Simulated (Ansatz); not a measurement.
Given:

```yaml
crystal:
  lattice:
    - [0.00000, 1.88604, 1.89269]
    - [1.88604, 0.00000, 1.89269]
    - [1.88604, 1.88604, 0.00000]
  atoms:
    - { symbol: Rh, position: [0.00000, 0.00000, 0.00000] }
```

Calculation: PBEsol, rigid bands (plane waves, PAW, scalar-relativistic; Ansatz, a quantum-chemistry and plane-wave program). Condition of this run: biaxial stress xx = yy = 1 GPa (compression positive) (the target of the relaxation). Cell: cell and atoms relaxed with PBEsol, then loaded as said.

Q: For narrow interconnects the product ρ₀λ of bulk resistivity and mean free path ranks metals, the lower the better. What is it here?

A: 3.2 ×10⁻¹⁶ Ω·m².

Q: And the Drude plasma energy and the root-mean-square Fermi velocity at 300 K?

A: 10.3 eV; 6.6e5 m/s.

A metal at this level (no band gap); rigid bands, thermally averaged at 300 K, both spins. Spin-orbit coupling is left out. τ is one relaxation time for all states; the product of resistivity and mean free path takes one path for all states instead.
